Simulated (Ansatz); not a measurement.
The starting structures come from a database of crystals and need not be the phases stable at ambient conditions.

 Where the default PAW files enter, the runs use the earlier of Ansatz's two default sets.

By PBEsol, the system below comes out a metal.

A figure of merit of an interconnect metal is its ballistic conductance per area.

Here is the system:

```
PdGe
1.0
    3.54926     0.00000     0.00000
    0.00000     5.78357     0.00000
    0.00000     0.00000     6.48503
Ge Pd
4 4
Direct
  0.25000   0.81460   0.57781
  0.75000   0.18540   0.42219
  0.75000   0.68540   0.07781
  0.25000   0.31460   0.92219
  0.25000   0.99622   0.19099
  0.75000   0.00378   0.80901
  0.75000   0.50378   0.69099
  0.25000   0.49622   0.30901
```

Space group of this cell: Pnma. The cell is strained (lengths along the current scaled by 1.03, ions clamped); by PBEsol its mean pressure is -6.6 GPa.

The current flows along the normal of the first two printed cell vectors. No spin-orbit coupling; the value is a mean over 0.1 eV about the Fermi level.

Q: Predict the ballistic conductance per area from PBEsol (Ansatz, a program for electronic structure).

A: 0.41 × 10¹⁵ S/m² for both spins.
